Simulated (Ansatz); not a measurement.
AlN (model structure, started from the BN type, Pm-3n, No. 223, 12 atoms in the cell) was calculated with PBEsol (PAW; Ansatz, a program for electronic structure).

Run with plane-wave cutoff 520 eV, 8×8×8 k mesh, Fermi–Dirac smearing 0.01 eV, scalar-relativistic PAW data made under PBE.

Cell (relaxed at this level):

```xyz
12
Lattice="5.3438 0.0000 0.0000 0.0000 5.3438 0.0000 0.0000 0.0000 5.3438" Properties=species:S:1:pos:R:3 pbc="T T T"
Al     1.3360     0.0000     2.6719
Al     2.6719     1.3360     0.0000
Al     2.6719     4.0079     0.0000
Al     4.0079     0.0000     2.6719
Al     0.0000     2.6719     4.0079
Al     0.0000     2.6719     1.3360
N      1.3360     2.6719     0.0000
N      0.0000     1.3360     2.6719
N      0.0000     4.0079     2.6719
N      4.0079     2.6719     0.0000
N      2.6719     0.0000     4.0079
N      2.6719     0.0000     1.3360
```

Q: Estimate the band gap that the calculation returns.

A: 
- band gap = 2.54 eV (on the SCF k mesh)

Note: the relaxation could raise the start's symmetry but not lower it, so the cell can be a saddle point.

Static lattice: no zero-point or thermal effects.

Computing time: roughly 100 core-seconds.

A model structure was made by putting elements into a prototype or built by hand; it is no filed structure, need not be a known phase, and can be a saddle point held by its symmetry.
